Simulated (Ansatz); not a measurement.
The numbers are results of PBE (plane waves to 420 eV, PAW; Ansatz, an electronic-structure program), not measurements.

Electrostatic potential energy of an electron, averaged over planes parallel to the surface, in eV from the Fermi level, for S on the 1x1 (100) surface of fcc Cu, one in a 1x1 cell, started at the site 'bridge Cu-Cu (span 2.6 Å)':

(z (Å), V (eV)): (5.17, 4.50); (5.44, 4.50); (5.72, 4.50); (5.99, 4.50); (6.26, 4.50); (6.53, 4.49); (6.81, 4.48); (7.08, 4.45); (7.35, 4.39); (7.62, 4.26); (7.89, 4.02); (8.17, 3.54); (8.44, 2.56); (8.71, 0.34); (8.98, -5.23); (9.26, -11.42); (9.53, -14.17); (9.80, -12.92); (10.07, -8.07); (10.34, -2.92); (10.62, -3.69); (10.89, -9.39); (11.16, -13.73); (11.43, -14.26); (11.71, -10.88); (11.98, -4.90); (12.25, -1.60); (12.52, -4.81); (12.79, -10.77); (13.07, -14.14); (13.34, -13.59); (13.61, -9.21); (13.88, -3.37); (14.16, -1.95); (14.43, -6.73); (14.70, -12.36); (14.97, -14.61); (15.24, -12.88); (15.52, -7.40); (15.79, -1.73); (16.06, -0.78); (16.33, -4.79); (16.61, -10.20); (16.88, -12.28); (17.15, -11.76); (17.42, -8.36); (17.69, -2.05); (17.97, 2.19); (18.24, 3.87); (18.51, 4.57); (18.78, 4.85); (19.06, 4.97); (19.33, 5.02); (19.60, 5.04); (19.87, 5.05); (20.14, 5.05); (20.42, 5.06); (20.69, 5.06); (20.96, 5.06); (21.23, 5.06)

Slab: 5 atoms, 5.3 Å thick at the start under the adsorbate (thin: gaps and levels are the slab's own); k 12x12x1, smearing 0.1 eV, dipole-corrected; 2 atoms held, the rest relaxed; start symmetry kept, larger cells not searched; spin-polarised, no spin-orbit, no U, no dispersion correction. The starting moment vanished. At the end it is bonded to 2 Cu. In PBE it is, or lies within 0.03 eV of, the lowest of the starts that converged.

The surface cell has an area of 6.59 Å². What dipole along the normal does the step between the two vacuum levels imply?

the top vacuum level lies 0.55 eV above the bottom one; p = −ε₀ A ΔV (ε₀ = 0.005526 e/(V·Å)) gives -0.02 e·Å a cell.
